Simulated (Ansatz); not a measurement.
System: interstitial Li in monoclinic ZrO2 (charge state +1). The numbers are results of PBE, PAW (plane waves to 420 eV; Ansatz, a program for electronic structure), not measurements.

Cell of 96 host sites held at the relaxed PBE lattice; the Γ point alone; Fermi-Dirac width 0.01 eV, spin-restricted; finite-size errors left in. Energies are static. The charge state is imposed; whether it is stable for some Fermi level was not computed. Sites that were not tried may lie lower.

Barriers: single points on a 2×2×2 k-point mesh shifted by half a step at the bands' geometries.

Relaxed starting cell (atoms counted from 1):

```xyz
97
Lattice="10.3787 0.0000 0.0000 0.0000 10.4835 0.0000 -1.8071 0.0000 10.6048" Properties=species:S:1:pos:R:3 pbc="T T T"
Zr     0.7699     2.3658     3.7745
Zr    -0.1167     2.3942     9.0796
Zr     0.7914     7.6249     3.7648
Zr    -0.1136     7.6442     9.0768
Zr     5.9596     2.4115     3.7542
Zr     5.0782     2.3921     9.0649
Zr     5.9839     7.6336     3.7610
Zr     5.0908     7.6477     9.0412
Zr     3.4677     2.8276     1.5525
Zr     2.5628     2.8142     6.8973
Zr     3.4943     8.1484     1.5236
Zr     2.5944     8.0948     6.8469
Zr     8.6957     2.8456     1.5429
Zr     7.7765     2.8384     6.8328
Zr     8.7063     8.1097     1.5420
Zr     7.7717     8.0964     6.8351
Zr     2.9196     4.9665     4.3488
Zr     2.1487     5.0322     9.5107
Zr     3.0457    10.2509     4.2009
Zr     2.1522    10.2600     9.4879
Zr     8.2363     5.0126     4.1807
Zr     7.3587     5.0163     9.4595
Zr     8.2200    10.2529     4.1881
Zr     7.3304    10.2568     9.4875
Zr     1.2384     0.2315     1.1108
Zr     0.3236     0.2192     6.4184
Zr     1.2374     5.4570     1.1219
Zr     0.2948     5.4687     6.4611
Zr     6.4413     0.2427     1.1128
Zr     5.5233     0.2387     6.4118
Zr     6.5671     5.4761     1.0426
Zr     5.5305     5.4647     6.3952
O     -0.4388     0.8868     4.5061
O     -1.3373     0.9135     9.8158
O     -0.4160     6.1320     4.5076
O     -1.3046     6.1341     9.8043
O      4.7379     0.9463     4.5113
O      3.8645     0.9078     9.8123
O      4.7364     6.1130     4.4483
O      3.8987     6.1425     9.7878
O      4.7010     4.4210     0.8719
O      3.7917     4.3107     6.1417
O      4.7249     9.5894     0.7929
O      3.8148     9.5752     6.0934
O      9.8984     4.3411     0.7988
O      8.9705     4.3495     6.1126
O      9.9117     9.5804     0.7967
O      8.9893     9.5739     6.0976
O      4.2531     3.6226     3.4197
O      3.3448     3.5151     8.8004
O      4.2797     8.7831     3.4355
O      3.3657     8.7705     8.7442
O      9.4393     3.5105     3.4635
O      8.5508     3.5217     8.7502
O      9.4634     8.7589     3.4588
O      8.5438     8.7720     8.7522
O      0.0169     1.7036     1.8648
O     -0.8756     1.7155     7.1593
O      0.0651     6.9663     1.8597
O     -0.8903     6.9652     7.1663
O      5.1983     1.7365     1.8478
O      4.2949     1.7050     7.1777
O      5.2408     6.9520     1.8307
O      4.3143     6.9566     7.1296
O      1.3938     3.8458     5.2517
O      0.5696     3.8915    10.5138
O      1.4635     9.1140     5.1743
O      0.5595     9.1500    10.4775
O      6.6385     3.8985     5.1570
O      5.7565     3.9165    10.4598
O      6.6357     9.1404     5.1666
O      5.7458     9.1478    10.4755
O      2.8257     1.3423     0.1318
O      1.9174     1.3259     5.4418
O      2.8421     6.5995     0.1536
O      1.9061     6.5614     5.4592
O      8.0185     1.3613     0.1296
O      7.1065     1.3465     5.4239
O      8.0801     6.6153     0.0949
O      7.1007     6.5931     5.4057
O      2.3783     1.2746     2.7818
O      1.4694     1.2782     8.0952
O      2.4656     6.4549     2.7860
O      1.4702     6.5242     8.1050
O      7.5456     1.2834     2.7805
O      6.6618     1.2744     8.0775
O      7.5915     6.5207     2.7493
O      6.6686     6.5122     8.0544
O      1.8698     3.9499     2.5729
O      0.9947     3.9774     7.8713
O      1.9146     9.2003     2.5239
O      1.0079     9.2136     7.8279
O      7.1073     3.9824     2.5017
O      6.1958     3.9661     7.8081
O      7.1123     9.2101     2.5200
O      6.1934     9.2112     7.8172
Li     4.2594     5.5176     2.3346
```
Cell charge +1.

End state 1 differs by these moves (Å; atoms that move under 0.08 Å are left out):

```
atom  element     Δx     Δy     Δz
----  -------  -----  -----  -----
7          Zr   0.14  -0.01  -0.07
11         Zr   0.01  -0.08   0.03
12         Zr  -0.12   0.04   0.15
17         Zr   0.13  -0.01  -0.17
31         Zr  -0.12  -0.02   0.05
41          O   0.02  -0.09  -0.08
44          O  -0.01  -0.10  -0.02
49          O   0.02  -0.11   0.02
51          O  -0.03  -0.10   0.09
65          O   0.07   0.06  -0.08
76          O   0.11   0.09  -0.02
83          O  -0.07   0.05   0.02
92          O  -0.06   0.04   0.08
97         Li  -0.45   2.07   2.65
```

What is the computed forward and backward barriers to end state 1 (PBE, PAW)?

forward 1.07 eV, backward 1.07 eV; at the saddle point atom 97 has neighbours O at 1.71, O at 1.74, O at 1.76, O at 2.06 Å. The saddle point's order was not checked.
